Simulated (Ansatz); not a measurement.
```xyz
16
Lattice="18.0000 0.0000 0.0000 0.0000 18.0000 0.0000 0.0000 0.0000 3.1463" Properties=species:S:1:pos:R:3 pbc="T T T"
Al    12.2781     9.8952     1.5731
N     12.0513    10.7598     3.1463
Al    10.6850    11.9510     3.1463
N      9.9132    12.4020     1.5731
Al     8.1048    12.2781     1.5731
N      7.2402    12.0513     3.1463
Al     6.0490    10.6850     0.0000
N      5.5980     9.9132     1.5731
Al     5.7219     8.1048     1.5731
N      5.9487     7.2402     0.0000
Al     7.3150     6.0490     3.1463
N      8.0868     5.5980     1.5731
Al     9.8952     5.7219     1.5731
N     10.7598     5.9487     3.1463
Al    11.9510     7.3150     0.0000
N     12.4020     8.0868     1.5731
```

Calculation: PBE (plane waves to 420 eV, PAW; Ansatz, a quantum-chemistry and plane-wave program). Mesh 1×1×10. No spin polarisation. Isolated but for its images some 11 Å away. A hypothetical model, rolled from the flat sheet. It keeps the symmetry and period of its start, so it need not be a minimum against all distortions.

Q: Tabulate the two highest filled and two lowest empty levels along the axis, from the valence top.

A: 
```tsv
k (2π/c)	v2 (eV)	v1 (eV)	c1 (eV)	c2 (eV)
0.000	-0.61	-0.26	2.53	3.48
0.042	-0.59	-0.24	2.58	3.52
0.083	-0.55	-0.20	2.72	3.63
0.125	-0.49	-0.15	2.93	3.81
0.167	-0.42	-0.09	3.18	4.02
0.208	-0.35	-0.04	3.47	4.26
0.250	-0.28	-0.01	3.78	–
0.292	-0.22	0.00	4.11	–
0.333	-0.19	-0.02	4.45	–
0.375	-0.19	-0.09	–	–
0.417	-0.24	-0.20	–	–
0.458	-0.33	-0.33	–	–
0.500	-0.39	-0.39	–	–
```
A dash stands for levels within 1 eV of the vacuum level or above it.
